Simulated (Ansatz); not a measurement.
Habitual settings against a tight run: ScAg₄ (I4/m, 5 atoms in the cell)

Self-consistent single point.

```xyz
5
Lattice="-3.2336 3.2336 2.0002 3.2336 -3.2336 2.0002 3.2336 3.2336 -2.0002" Properties=species:S:1:pos:R:3 pbc="T T T"
Sc     0.0000     0.0000     0.0000
Ag     3.8779     1.2909     0.0000
Ag    -0.6443     1.9427     2.0002
Ag     1.9427     0.6443     2.0002
Ag     1.2909     2.5893     0.0000
```

Level of theory: LDA (PW92), PAW files made with PBE (plane waves; Ansatz, an electronic-structure program).

Base settings: basis.ecutwfc = 420 eV; kpoints.mp_grid.grid = 10 10 10; hamiltonian.xc = lda; hamiltonian.pseudopotentials = {kind: paw} (the program's default PAW files); scf.occupations.method = methfessel_paxton; scf.occupations.width = 0.136 eV.

Tight run (finer mesh or higher cutoff; not a proven limit): basis.ecutwfc: 420 eV → 590 eV; kpoints.mp_grid.grid: 10 10 10 → 14 14 14; scf.convergence.dr2_threshold: default (1e-07 eV) → 1e-09 eV. It gave Fermi level (on the code's own zero) 16.94 eV; pressure -1.52 GPa; largest force (vector length) 0.016 eV/Å.

Quick runs, as changes from the base:
- A: the base itself
- B: basis.ecutwfc: 420 eV → 335 eV; kpoints.mp_grid.grid: 10 10 10 → 2 2 2; kpoints.mp_grid.shift: default → 0.5 0.5 0.5; scf.convergence.dr2_threshold: default (1e-07 eV) → 0.001 eV
- C: basis.ecutwfc: 420 eV → 335 eV; kpoints.mp_grid.grid: 10 10 10 → 6 6 6; hamiltonian.xc: lda → pbesol; scf.convergence.dr2_threshold: default (1e-07 eV) → 0.001 eV [PBEsol]
- D: kpoints.mp_grid.grid: 10 10 10 → 4 4 4
- E: basis.ecutwfc: 420 eV → 210 eV; kpoints.mp_grid.grid: 10 10 10 → 8 8 8; kpoints.mp_grid.shift: default → 0.5 0.5 0.5; scf.convergence.dr2_threshold: default (1e-07 eV) → 0.001 eV
- F: basis.ecutwfc: 420 eV → 250 eV; kpoints.mp_grid.grid: 10 10 10 → 1 1 1; scf.occupations.method: methfessel_paxton → gaussian; scf.occupations.width: 0.136 eV → 0.272 eV; scf.convergence.dr2_threshold: default (1e-07 eV) → 0.001 eV

Energies are extrapolated to zero smearing width, which holds to low order in the width alone.

Dashes: energy of C, another energy zero.

† marks runs with another functional, U, potentials or spin treatment: their distance from the tight run is not a convergence error alone.

The count of work is k-points × plane waves × bands × iterations; it is no time. 

Pressures in the table are Ansatz's without its Pulay estimate, at a fixed set of plane waves; the tight run's value above holds the estimate.

The starting cell comes from a database of computed structures (which also holds hypothetical and non-ambient phases and stackings), without a prior relaxation at this level. Its lattice was rescaled by a random factor within 2.5 % of one.

```tsv
run	energy less tight (meV/atom)	pressure less tight (GPa)	largest miss in a force vector (eV/Å)	count of work / tight
A	1.9	-0.01	0.005	0.19
B	-143.1	-2.03	0.156	0.0019
C†	–	3.46	0.006	0.023
D	0.7	-0.05	0.022	0.019
E	4667.3	-236.97	0.263	0.023
F	1313.9	-50.13	1.205	0.00049
```

Among the runs at the tight run's level, the energy misses run from 0.7 to 4667.3 meV/atom.

Keys are those of Ansatz 0.2.
